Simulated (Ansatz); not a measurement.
BeSe (model structure, started from the BeO type, P4₂/mnm, No. 136, 8 atoms in the cell) was calculated with LDA (Ansatz, a program for electronic structure, PAW).

Run with plane-wave cutoff 520 eV, 6×6×10 k mesh (along the axes of the cell as run), Fermi–Dirac smearing 0.01 eV, scalar-relativistic PAW data made under PBE.

Cell (relaxed at this level):

```yaml
crystal:
  lattice:
    - [6.16944, 0.00000, 0.00000]
    - [0.00000, 6.16944, 0.00000]
    - [0.00000, 0.00000, 3.61228]
  atoms:
    - { symbol: Be, position: [0.33098, 0.66902, 0.00000] }
    - { symbol: Be, position: [0.66902, 0.33098, 0.00000] }
    - { symbol: Be, position: [0.83098, 0.83098, 0.50000] }
    - { symbol: Be, position: [0.16902, 0.16902, 0.50000] }
    - { symbol: Se, position: [0.30895, 0.30895, 0.00000] }
    - { symbol: Se, position: [0.69105, 0.69105, 0.00000] }
    - { symbol: Se, position: [0.19105, 0.80895, 0.50000] }
    - { symbol: Se, position: [0.80895, 0.19105, 0.50000] }
```

Task: Estimate the band gap and smallest direct gap on the k points sampled that the calculation returns.

Result: 
- band gap = 2.63 eV (indirect)
- smallest direct gap on the k points sampled = 3.29 eV

Note: the relaxation could raise the start's symmetry but not lower it, so the cell can be a saddle point.

Spin–orbit coupling is not included.

It cost around 50 core-seconds (rough) of CPU time.

A model structure was made by putting elements into a prototype or built by hand; it is no filed structure, need not be a known phase, and can be a saddle point held by its symmetry.
